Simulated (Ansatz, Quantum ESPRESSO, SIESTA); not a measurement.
One structure in several programs: KCdF3 (Pm-3m, 5 atoms in the cell)

Self-consistent single point.

```xyz
5
Lattice="4.3821 0.0000 0.0000 0.0000 4.3821 0.0000 0.0000 0.0000 4.3821" Properties=species:S:1:pos:R:3 pbc="T T T"
K      0.0000     0.0000     0.0000
Cd     2.1910     2.1910     2.1910
F      0.0000     2.1910     2.1910
F      2.1910     0.0000     2.1910
F      2.1910     2.1910     0.0000
```

Shared settings, as Ansatz (a first-principles code) writes them: kpoints.mp_grid.grid = 6 6 6; magnetization.spin_orbit = true; scf.occupations.method = fermi_dirac; scf.occupations.width = 0.0037 Ry. Potentials and cutoffs stand in the table.

```csv
code,model,pressure (GPa),gap on the mesh (eV),cutoff
SIESTA,"GGA PBEsol with spin-orbit coupling, numerical atomic orbitals DZP, PseudoDojo PBEsol fully relativistic norm-conserving potentials (rewritten from UPF to PSML)",–,2.875,grid 300 Ry
Quantum ESPRESSO,"PBEsol, spin-orbit coupling, PseudoDojo fully relativistic norm-conserving (PBESOL) pseudopotentials",0.07,2.987,105 Ry
Ansatz,"PBEsol with spin-orbit coupling, PAW files made with PBE",-0.15,2.949,30.9 Ry
```

A dash marks a value that a program does not give, or that is left out as unsure.

Gaps are read on the mesh.

The spread over the programs that give each value: pressure within 0.22 GPa; gap on the mesh within 0.112 eV.

SIESTA uses small atom-centred bases, whose incompleteness enters pressures, forces and empty levels differently from a plane-wave cutoff. Ansatz's pressure is given at a fixed set of plane waves, as the other plane-wave codes print theirs; with its correction for the finite basis it is 0.13 GPa (the shift of 0.28 GPa shows how far the cutoff is from converged).

The starting cell comes from a database of computed structures (which also holds hypothetical and non-ambient phases and stackings), without a prior relaxation at this level.

Left out of this page: ABINIT (with a known weakness of the program); Elk (unsound by tests on forces, stress, charge or solver warnings).

Keys are those of Ansatz 0.2.
